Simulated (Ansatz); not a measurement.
## Nb₃Si (model structure, started from the A15 type, Pm-3n, No. 223, 8 atoms in the cell)

Calculation: PBEsol (Ansatz, a program for electronic structure, PAW).

Settings: plane-wave cutoff 500 eV, 8×8×8 k mesh, Fermi–Dirac smearing 0.05 eV, no spin polarisation, scalar-relativistic PAW data made under PBE.

Cell (relaxed at this level):

Nb$_{3}$Si has the cubic space group Pm-3n (No. 223), the A15 (Cr3Si type) structure, Pearson symbol cP8. Lattice parameters: a = b = c = 5.061 Å, α = β = γ = 90.00°. Nb on 6c has 2 Nb at 2.531 Å and 8 Nb at 3.099 Å and 4 Si at 2.829 Å. Si on 2a is surrounded by 12 Nb at 2.829 Å. (Neighbours: up to the widest gap in distance over summed covalent radii, below 1.35, at either atom; cation-cation and far metal-metal contacts left out.)

For Nb₃Si (model structure, started from the A15 type, Pm-3n, No. 223, 8 atoms in the cell), the band gap comes out as zero (no gap).

Note: the relaxation could raise the start's symmetry but not lower it, so the cell can be a saddle point.

Spin–orbit coupling is not included.

Static lattice: no zero-point or thermal effects.

Computing time: about 40 core-seconds (a rough figure).

A model structure was made by putting elements into a prototype or built by hand; it is no filed structure, need not be a known phase, and can be a saddle point held by its symmetry.
